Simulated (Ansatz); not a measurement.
This concerns the energy of the reaction as written. Reaction: 1/4 cell B + 3/8 F2 (gas) → cell A. A negative value means that the right-hand side lies lower.

Cell A: a slab of Ru (hcp, P6₃/mmc) cut along (0001), 6 atoms, hexagonal cell of 2.72 Å (6.4 Å²), symmetry P3m1 within 0.02 Å, 10.0 Å thick under 16 Å of vacuum, in-plane vectors held at the crystal's; planes from bottom to top: Ru × 5 | F, its two faces unlike (dipole correction applied); added, foreign or displaced atoms, above the top plane: F bound to 3 Ru at 2.22 Å; spin state with PBE: run without spin, k-point mesh 20×20×1.
```
CELL_PARAMETERS angstrom
      2.72180     0.00000     0.00000
      1.36090     2.35714     0.00000
      0.00000     0.00000    25.89333
ATOMIC_POSITIONS crystal
  Ru 0.00000 0.00000 0.31106
  Ru 0.66667 0.66667 0.39035
  Ru 0.00000 0.00000 0.47380
  Ru 0.66667 0.66667 0.55819
  Ru 0.00000 0.00000 0.63758
  F  0.33333 0.33333 0.69811
```

Cell B: a slab of Ru (hcp, P6₃/mmc) cut along (0001), 21 atoms, hexagonal cell of 5.44 Å (25.7 Å²), symmetry P3m1 within 0.02 Å, 10.1 Å thick under 16 Å of vacuum, in-plane vectors held at the crystal's; planes from bottom to top: Ru4 × 5 | F, its two faces unlike (dipole correction applied); added, foreign or displaced atoms, above the top plane: F bound to 3 Ru at 2.28 Å; spin state with PBE: run without spin, k-point mesh 10×10×1.
```
CELL_PARAMETERS angstrom
      5.44359     0.00000     0.00000
      2.72180     4.71429     0.00000
      0.00000     0.00000    25.89333
ATOMIC_POSITIONS crystal
  Ru 0.99986 0.99986 0.31165
  Ru 0.50028 0.99986 0.31165
  Ru 0.99986 0.50028 0.31165
  Ru 0.50000 0.50000 0.31210
  Ru 0.83382 0.33309 0.39146
  Ru 0.33309 0.33309 0.39146
  Ru 0.83333 0.83333 0.39148
  Ru 0.33309 0.83382 0.39146
  Ru 0.99918 0.99918 0.47483
  Ru 0.50164 0.99918 0.47483
  Ru 0.99918 0.50164 0.47483
  Ru 0.50000 0.50000 0.47501
  Ru 0.83234 0.33383 0.55824
  Ru 0.33383 0.33383 0.55824
  Ru 0.83333 0.83333 0.56056
  Ru 0.33383 0.83234 0.55824
  Ru 0.00352 0.00352 0.63832
  Ru 0.49296 0.00352 0.63832
  Ru 0.00352 0.49296 0.63832
  Ru 0.50000 0.50000 0.63736
  F  0.16667 0.16667 0.70320
```

Reference: an isolated F2 molecule (singlet) in a box of 11 × 11 × 13 Å.

Computed with Ansatz (plane waves, PAW), its PAW set soft_1, cutoff 420 eV. The structures are at rest with PBE, within the held lattices. Neutral cells; Fermi-Dirac smearing of at most 0.10 eV in the solids, energies taken to zero width. Larger cells are relaxed from a start prepared with the learned potential CHGNet till forces fall under 0.03 eV/Å, which some starts already meet. A dispersion term (D3(BJ), or D4 for r2SCAN) was computed beside these levels and is taken off wherever the name lacks it. Static lattices, no vibrational contributions. Cells are local rest points, mostly with their start's symmetry. No Hubbard U is applied. No correction for cell size. Cell A has symmetry P3m1 within 0.02 Å and got no random move, so less symmetric positions, which may lie lower, weren't tried. Cell B has symmetry P3m1 within 0.02 Å and got no random move, so less symmetric positions, which may lie lower, weren't tried.

Q: Give the value at the level PBE.

A: -1.77 eV, for 1/4 cell B + 3/8 F2 (gas) → cell A.

Ansatz is an electronic-structure program.
